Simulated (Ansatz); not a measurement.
The starting structures come from a database of crystals and need not be the phases stable at ambient conditions.

The decay constant κ of evanescent states in the gap governs leakage through a thin film.

Given:

```
CELL_PARAMETERS angstrom
      5.24933     0.00000     0.00000
     -1.76474     4.96757     0.00000
     -0.88237     2.48379     1.52182
ATOMIC_POSITIONS crystal
  Mg 0.00000 0.00000 0.00000
  Zn 0.50000 0.50000 0.00000
  O  0.24127 0.74709 0.00000
  O  0.75873 0.25291 0.00000
```

Space group of this cell: R-3m. The cell is taken as given; by PBEsol its mean pressure is -6.5 GPa.

Transport runs along the normal of the first two printed cell vectors, the (110) plane of the conventional cell.

The gap is the functional's own, uncorrected, and κ follows it; spin-orbit coupling is left out. Mid-gap values are interpolated between the computed energies.

Task: Give the band gap and the smallest decay constant κ at mid-gap that Ansatz (a first-principles code) with PBEsol yields.

Result: Gap 2.31 eV on a 20×20×20 mesh; κ = 0.218 1/Å, at the zone centre.
